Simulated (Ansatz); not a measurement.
System: Zn4Te3S (model structure, P-4m2, No. 115, 8 atoms in the cell). Method: PBE in Ansatz (PAW).

Run with plane-wave cutoff 520 eV, 8×8×4 k mesh (along the axes of the cell as run), Fermi–Dirac smearing 0.01 eV, scalar-relativistic PAW data made under PBE.

Cell (relaxed with PBEsol):

```
CELL_PARAMETERS angstrom
      4.17701     0.00000     0.00000
      0.00000     4.17701     0.00000
      0.00000     0.00000    11.70944
ATOMIC_POSITIONS crystal
  Zn 0.00000 0.00000 0.01312
  S  0.50000 0.00000 0.11456
  Zn 0.50000 0.50000 0.21600
  Te 0.00000 0.50000 0.34888
  Zn 0.00000 0.00000 0.48136
  Te 0.50000 0.00000 0.61456
  Zn 0.50000 0.50000 0.74776
  Te 0.00000 0.50000 0.88024
```

Q: Give the computed band gap.

A: 
- band gap: 1.16 eV

Note: the relaxation could raise the start's symmetry but not lower it, so the cell can be a saddle point; cell and atoms aren't relaxed at this level (pressure 3.0 GPa).

Spin–orbit coupling is not included.

The computed numbers hold no vibrational or temperature effects.

A model structure was made by putting elements into a prototype or built by hand; it is no filed structure, need not be a known phase, and can be a saddle point held by its symmetry.

Ansatz is a quantum-chemistry and plane-wave program.
